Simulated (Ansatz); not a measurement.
The reference is Mg in the hcp (Mg type) structure (space group P6_3/mmc, No. 194; a = 3.175 Å, c = 5.163 Å; relaxed with 0.1 eV smearing). Axes: x lies along a and z along c of the hexagonal cell.

Computed with PBEsol/PAW in Ansatz (a quantum-chemistry and plane-wave program), spin-orbit coupling left out.

Base values:

```
Item               Result
---------------  --------
Volume per atom  22.54 Å³
```

Modification: tensile biaxial strain of 2.50 % in the plane normal to [001], as in epitaxy on a mismatched substrate; the out-of-plane cell vector and the atoms relax.

Task: Predict the new volume per atom.

Result: The volume per atom increases by 0.77 Å³, from 22.54 Å³ to 23.31 Å³.

Stability against distortions was not tested.
